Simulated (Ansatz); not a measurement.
The parent structure is C (space group R-3, No. 148; a = 6.318 Å, c = 3.846 Å (hexagonal axes); a hypothetical phase, not in the database extracts checked).

Now apply this change: cell and atoms relaxed at a pressure of 0.3 GPa.

Levels (all Ansatz, a first-principles code, PAW): PBEsol (420 eV, no SOC); HSE06 (420 eV, no spin-orbit coupling).

The geometry is relaxed with PBEsol.

PBEsol lowest conduction level above the VBM at special points: L 3.33 eV; F 4.28 eV; P₂ 4.85 eV; Γ 6.44 eV

Task: How does going to HSE06 change the lowest conduction level above the VBM at special points?

Result: The lowest conduction level above the VBM at special points changes from L 3.33 eV; F 4.28 eV; P₂ 4.85 eV; Γ 6.44 eV to L 4.59 eV; F 5.62 eV; P₂ 6.19 eV; Γ 7.96 eV.

Single points use the geometry relaxed with PBEsol. HSE06 gaps are upper bounds (no full band path). The levels and masses belong to the bands next to the band gap. Load acts through the strain it causes; cell and atoms are relaxed under it. No phonon test of stability was made.
